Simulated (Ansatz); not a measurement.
Effect of C vacancy, symmetric start on WC

Take a 16-atom supercell of WC (space group P-6m2, No. 187; a = 2.912 Å, c = 2.836 Å) at its relaxed geometry as the base.

It is then changed as follows: a neutral C vacancy, symmetric start, atoms relaxed at fixed cell.

Computed with r2SCAN (Ansatz, a program for electronic structure, PAW, no SOC). Settings: 8×8×8 k-points, 0.05 eV Fermi–Dirac smearing.

```
quantity                     base  changed  shift
---------------------------  ----  -------  -----
energy gained by relaxation     –  0.09 eV      –
```

Final structure:

```yaml
crystal:
  lattice:
    - [5.82432, 0.00000, -2.83623]
    - [-2.91216, 5.04401, 0.00000]
    - [1.45608, -2.52201, 5.67245]
  atoms:
    - { symbol: W, position: [0.99829, 0.99666, 0.99503] }
    - { symbol: W, position: [0.00056, 0.25308, 0.50560] }
    - { symbol: W, position: [0.00129, 0.50086, 0.00042] }
    - { symbol: W, position: [0.00125, 0.75054, 0.49983] }
    - { symbol: W, position: [0.49923, 0.12199, 0.24490] }
    - { symbol: W, position: [0.49990, 0.37767, 0.75465] }
    - { symbol: W, position: [0.49923, 0.62215, 0.24490] }
    - { symbol: W, position: [0.49990, 0.87688, 0.75465] }
    - { symbol: C, position: [0.33433, 0.62567, 0.91702] }
    - { symbol: C, position: [0.33447, 0.87580, 0.41714] }
    - { symbol: C, position: [0.33569, 0.12694, 0.91820] }
    - { symbol: C, position: [0.82609, 0.49639, 0.66275] }
    - { symbol: C, position: [0.83850, 0.75711, 0.16941] }
    - { symbol: C, position: [0.82609, 0.99245, 0.66275] }
    - { symbol: C, position: [0.83850, 0.25080, 0.16941] }
```

Cost of the whole job for the changed cell (relaxation, final SCF and bands): very roughly 40 core-minutes.

In so small a cell the defect repeats every few ångströms: this is an ordered compound, not a dilute defect. The defect started on the symmetric site and kept its symmetry, so it may sit on a saddle. All final runs are without spin polarisation. The defect cell is not spin-polarised.
